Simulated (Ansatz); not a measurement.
For Pb2TeSe (R-3m, No. 166, 4 atoms in the cell; start mp-1217291), PBEsol (Ansatz, a program for electronic structure, PAW) gives:

```
Item                         Result
-------------------  --------------
lattice constant a          4.435 Å
lattice parameter c        21.710 Å
formation enthalpy   -0.443 eV/atom
```

Question: What does r²SCAN in Ansatz (PAW) give for the same quantities?

Answer: 
- lattice constant a: 4.494 Å (grows by 1.3 %)
- lattice parameter c: 21.997 Å (grows by 1.3 %)
- formation enthalpy: -0.581 eV/atom (moves by -0.138 eV/atom)

Changes are worked out from the printed values.

Unless a cell is named, each level is at its own relaxed cell (PBEsol 30.82, r²SCAN 32.07 Å³/atom).

Levels without +SOC leave out spin–orbit coupling, which shifts energies and cells of such heavy elements.

Caveats: the relaxation could not lower the start's symmetry, so the cell can be a saddle point above a distorted one (PBEsol, r²SCAN). Ansatz's density-functional and Hartree–Fock values are scalar-relativistic unless marked +SOC, with PAW data made under PBE.

A start named mp-… is a Materials Project structure, which need not be a measured phase.
